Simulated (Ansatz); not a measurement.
Consider GaAs in the zinc blende structure (space group F-43m, No. 216; a = 5.666 Å). Axes: x, y, z lie along the cube axes.

Modification: the cell is stretched by 3.60 % along y with no lateral relaxation; the atoms relax in the strained cell.

Levels (all Ansatz, an electronic-structure program, PAW, earlier PAW set): r2SCAN (500 eV, no SOC); HSE06+SOC (420 eV, noncollinear with spin-orbit coupling).

The geometry is relaxed with r2SCAN.

- r2SCAN lowest conduction level above the VBM at special points: Γ 0.61 eV; N 1.16 eV; X 1.69 eV
- r2SCAN valence-band top at Γ: 0.00, 0.00, -0.22 eV

What does HSE06+SOC give at this geometry for the lowest conduction level above the VBM at special points and valence-band top at Γ?

The lowest conduction level above the VBM at special points becomes Γ 0.87 eV; N 1.41 eV; X 1.87 eV (r2SCAN: Γ 0.61 eV; N 1.16 eV; X 1.69 eV); the valence-band top at Γ (three highest Kramers pairs, from the VBM) becomes 0.00, -0.11, -0.47 eV (r2SCAN: 0.00, 0.00, -0.22 eV).

Single points use the geometry relaxed with r2SCAN. The spin-orbit shifts are approximate. The levels and masses belong to the bands next to the band gap. Stability against distortions was not tested. Labels are those of the standard path for the cell's own space group.
